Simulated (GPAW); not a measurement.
# How a calculation on AlCr2C (P6_3/mmc, 8 atoms in the cell) responds to its settings

```yaml
crystal:
  lattice:
    - [2.80900, 0.00000, 0.00000]
    - [-1.40450, 2.43266, 0.00000]
    - [0.00000, 0.00000, 12.52954]
  atoms:
    - { symbol: Al, position: [0.66667, 0.33333, 0.25000] }
    - { symbol: Al, position: [0.33333, 0.66667, 0.75000] }
    - { symbol: Cr, position: [0.33333, 0.66667, 0.41494] }
    - { symbol: Cr, position: [0.66667, 0.33333, 0.58506] }
    - { symbol: Cr, position: [0.66667, 0.33333, 0.91494] }
    - { symbol: Cr, position: [0.33333, 0.66667, 0.08506] }
    - { symbol: C, position: [0.00000, 0.00000, 0.50000] }
    - { symbol: C, position: [0.00000, 0.00000, 0.00000] }
```

Base run A: PBE, LCAO dzp, GPAW PAW datasets PBE (gpaw-data 1.0.1) (GPAW 25.7.0), self-consistent single point.

Its settings: mode = lcao; h = 0.2 Å; basis = dzp; xc = PBE; kpts = 7 7 2; mesh shift (steps) = 0 0 0; occupations.name = methfessel-paxton; occupations.width = 0.136 eV; occupations.order = 1; convergence.density = 1e-05 e/electron; symmetry.symmorphic = false; symmetry.tolerance = 0.0005; maxiter = 120.

The starting cell comes from a database of computed structures (which also holds hypothetical and non-ambient phases and stackings), without a prior relaxation at this level. Its lattice was rescaled by a random factor within 2.5 % of one. Spin polarisation is off. Values carry the incompleteness of an atom-centred basis.

Runs:
- B: xc: PBE → LDA; potentials: GPAW PAW datasets LDA (gpaw-data 1.0.1) [LDA (Perdew-Wang 92), LCAO dzp]
- C: xc: PBE → PBEsol; potentials: GPAW PAW datasets PBEsol (made by gpaw-setup) [PBEsol, LCAO dzp]
- D: xc: PBE → RPBE; potentials: GPAW PAW datasets RPBE (gpaw-data 1.0.1) [RPBE, LCAO dzp]
- E: xc: PBE → revPBE; potentials: GPAW PAW datasets revPBE (gpaw-data 1.0.1) [revPBE, LCAO dzp]
- F: xc: PBE → BLYP; potentials: GPAW PAW datasets BLYP (made by gpaw-setup) [BLYP, LCAO dzp]
- G: xc: PBE → PW91; potentials: GPAW PAW datasets PW91 (made by gpaw-setup) [PW91, LCAO dzp]
- H: xc: PBE → vdW-DF2 (libvdwxc) [vdW-DF2, LCAO dzp]
- I: xc: PBE → vdW-DF-cx (libvdwxc) [vdW-DF-cx, LCAO dzp]

### Question
What does run G change against A?

### Answer
The largest force goes from 0.830 to 0.800 eV/Å.

### Question
What does run H change against A?

### Answer
The largest force goes from 0.830 to 1.577 eV/Å.

| run | largest force (eV/Å) |
|---|---|
| A | 0.830 |
| B | 0.217 |
| C | 0.545 |
| D | 0.997 |
| E | 0.955 |
| F | 1.009 |
| G | 0.800 |
| H | 1.577 |
| I | 0.838 |
